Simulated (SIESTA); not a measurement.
Band structure of La2O3 (P-3m1, 5 atoms in the cell).

```
La2O3
1.0
    1.92666    -3.33707     0.00000
    1.92666     3.33707     0.00000
    0.00000     0.00000     5.99514
La O
2 3
Direct
  0.33333   0.66667   0.24700
  0.66667   0.33333   0.75300
  0.00000   0.00000   0.00000
  0.33333   0.66667   0.64700
  0.66667   0.33333   0.35300
```

Method: GGA PBE, numerical atomic orbitals DZP, PseudoDojo PBE standard norm-conserving potentials (rewritten from UPF to PSML) run with SIESTA.

Settings: XC.functional = GGA; XC.authors = PBE; potentials = PseudoDojo PBE standard; PAO.BasisSize = DZP; PAO.EnergyShift = 0.01 Ry; MeshCutoff = 300 Ry; kgrid.MonkhorstPack = 7 7 4; OccupationFunction = FD; ElectronicTemperature = 0.02 eV; MaxSCFIterations = 150; SCF.Mixer.Method = Pulay; SCF.Mixer.Weight = 0.2; SCF.Mixer.History = 8; SCF.DM.Tolerance = 1.0E-05.

The starting cell has typed, rounded lattice constants, without a prior relaxation at this level. Its lattice was rescaled by a random factor within 2.5 % of one. Values carry the incompleteness of an atom-centred basis.

Task: Predict the gap along the standard path and the places of the band edges.

Result: The gap along the path is 3.71 eV, from a point between H and A to K; the smallest direct gap on it is 3.83 eV.

Levels in eV from the top of the valence band on the path, bands 17 to 21:
```json
[
 {"point": "Γ", "17": "-1.78", "18": "-0.35", "19": "-0.35", "20": "-0.04", "21": "4.62"},
 {"point": "M", "17": "-0.82", "18": "-0.75", "19": "-0.37", "20": "-0.29", "21": "4.12"},
 {"point": "K", "17": "-1.01", "18": "-0.98", "19": "-0.98", "20": "-0.12", "21": "3.71"},
 {"point": "A", "17": "-1.15", "18": "-0.73", "19": "-0.18", "20": "-0.17", "21": "5.28"},
 {"point": "L", "17": "-1.04", "18": "-0.81", "19": "-0.36", "20": "-0.01", "21": "5.21"},
 {"point": "H", "17": "-0.68", "18": "-0.31", "19": "-0.28", "20": "-0.28", "21": "4.53"}
]
```

Higher empty bands are left out: an atom-centred basis made for the valence describes them poorly.
